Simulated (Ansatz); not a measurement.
CsSnI$_{3}$ in the cubic perovskite structure (space group Pm-3m, No. 221)

```
CELL_PARAMETERS angstrom
      6.22511     0.00000     0.00000
      0.00000     6.22511     0.00000
      0.00000     0.00000     6.22511
ATOMIC_POSITIONS crystal
  Cs 0.00000 0.00000 0.00000
  Sn 0.50000 0.50000 0.50000
  I  0.00000 0.50000 0.50000
  I  0.50000 0.50000 0.00000
  I  0.50000 0.00000 0.50000
```

Calculations: r2SCAN (Ansatz, a quantum-chemistry and plane-wave program, PAW, no spin-orbit coupling), earlier PAW set. Γ-centred 6×6×6 mesh, Fermi–Dirac width 0.05 eV.

The volume per atom is 48.25 Å³ and the density comes out as 4.35 g/cm³. The band gap comes out as 0.46 eV, direct at R, the electron mass (degenerate bands, along [100]) is 0.032, 0.78, 0.78 mₑ and the hole mass comes out as 0.042 mₑ. The lowest conduction-band minima above the VBM is R along ⟨111⟩ 0.46 eV and the total energy is -6862.874 eV/atom (σ→0; compares only within this code and set-up).

With I present, leaving out spin-orbit coupling can change the band edges. Masses are band curvatures over ±0.01 Å⁻¹ around the edge. No phonon test of stability was made. Many cubic perovskites are stable only at high temperature; tilts and polar distortions were not tested.
